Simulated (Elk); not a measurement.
Worked example: self-consistent single point of NaHg3 (Pm-3m, 4 atoms in the cell) in Elk.

Method: Elk with PBEsol, all-electron FP-LAPW, Elk's shipped species files, default APW+lo basis.

```
NaHg3
1.0
    4.64063     0.00000     0.00000
    0.00000     4.64063     0.00000
    0.00000     0.00000     4.64063
Na Hg
1 3
Direct
  0.00000   0.00000   0.00000
  0.00000   0.50000   0.50000
  0.50000   0.00000   0.50000
  0.50000   0.50000   0.00000
```

Reference input (self-consistent single point, DFT, LDA (PW92), all-electron FP-LAPW, Elk's shipped species files, default APW+lo basis): xctype = 3; rgkmax = 7; stype = 0; swidth = 0.00734986 Ha; ngridk = 10 10 10. This run's input differs from it in these lines:

```diff
@@ -4,3 +4,3 @@
 xctype
-  3
+  22
```

Output, abridged:

```
│ Self-consistent loop started │
│ Loop number : 1 │
 total energy                :     -59120.1959219
│ Loop number : 2 │
 total energy                :     -59120.9354670
RMS change in Kohn-Sham potential (target) :   0.4912405251     (  0.1000000000E-05)
Absolute change in total energy (target)   :   0.7395451235     (  0.1000000000E-03)
│ Loop number : 3 │
 total energy                :     -59121.2412356
RMS change in Kohn-Sham potential (target) :   0.4599331739     (  0.1000000000E-05)
Absolute change in total energy (target)   :   0.4906548104     (  0.1000000000E-03)
│ Loop number : 4 │
   [... lines left out ...]
Absolute change in total energy (target)   :   0.3079707603E-03 (  0.1000000000E-03)
│ Loop number : 13 │
 total energy                :     -59131.6495041
RMS change in Kohn-Sham potential (target) :   0.1514153704E-06 (  0.1000000000E-05)
Absolute change in total energy (target)   :   0.1029223349E-03 (  0.1000000000E-03)
│ Loop number : 14 │
 total energy                :     -59131.6495238
RMS change in Kohn-Sham potential (target) :   0.3378044671E-07 (  0.1000000000E-05)
Absolute change in total energy (target)   :   0.4537874338E-04 (  0.1000000000E-03)
Convergence targets achieved

│ Loop number : 15 │

Energies :
 Fermi                       :     0.142729805011
 total energy                :     -59131.6495275

Density of states at Fermi energy :    34.36229544
 (states/Hartree/unit cell)

Estimated indirect band gap :   0.3740967443E-02
 from k-point      6 to k-point     43
Estimated direct band gap   :   0.1207103771E-01
 at k-point     49

Charges :
 core                        :    188.0000000
 valence                     :    63.00000000
 interstitial                :    4.387375357
 muffin-tins (core leakage)
  species :    1 (Na)
   atom    1                 :    10.04315319     (  0.8881784197E-15)
  species :    2 (Hg)
   atom    1                 :    78.85649048     (  0.7097148038E-04)
   atom    2                 :    78.85649048     (  0.7097148038E-04)
   atom    3                 :    78.85649048     (  0.7097148038E-04)
 total in muffin-tins        :    246.6126246
 total calculated charge     :    250.9976985
 total charge                :    251.0000000
 error                       :   0.2301471196E-02

│ Self-consistent loop stopped │
```

The run converged in 15 iterations. The count includes the last loop, which Elk runs after its targets are met. 

The starting cell comes from a database of computed structures (which also holds hypothetical and non-ambient phases and stackings), without a prior relaxation at this level. Spin-orbit coupling is off. Values depend on the basis (sphere radii, cutoffs, local orbitals), which need not be converged. The log's line on a gap gives a spacing of levels on this mesh, which the program prints for metals too.
